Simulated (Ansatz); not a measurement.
Al3SiCN3 (model structure, P3m1, No. 156, 8 atoms in the cell) was calculated with LDA (Ansatz, a program for electronic structure, PAW).

Settings: plane-wave cutoff 520 eV, 24×24×6 k mesh (along the axes of the cell as run), Fermi–Dirac smearing 0.05 eV, scalar-relativistic PAW data made under PBE.

Cell (relaxed at this level):

Space group P3m1 (No. 156); a = b = 3.102 Å, c = 9.909 Å, α = β = 90.00°, γ = 120.00°

```tsv
atom	site	symmetry	x	y	z
Al	1c	3m.	0.6667	0.3333	0.9997
N	1c	3m.	0.6667	0.3333	0.1952
Al	1a	3m.	0.0000	0.0000	0.2454
N	1a	3m.	0.0000	0.0000	0.4405
Al	1c	3m.	0.6667	0.3333	0.4904
N	1c	3m.	0.6667	0.3333	0.6874
Si	1a	3m.	0.0000	0.0000	0.7613
C	1a	3m.	0.0000	0.0000	0.9346
```

Question: Estimate the band gap and bulk modulus B0 that the calculation returns.

Answer: 
- band gap: 0.54 eV (on the SCF k mesh)
- bulk modulus B0: 201 GPa

Note: the bulk modulus is −V dP/dV from two relaxed cells at ±2 % in volume; the relaxation could raise the start's symmetry but not lower it, so the cell can be a saddle point.

Computed values are for the static lattice.

A model structure was made by putting elements into a prototype or built by hand; it is no filed structure, need not be a known phase, and can be a saddle point held by its symmetry.
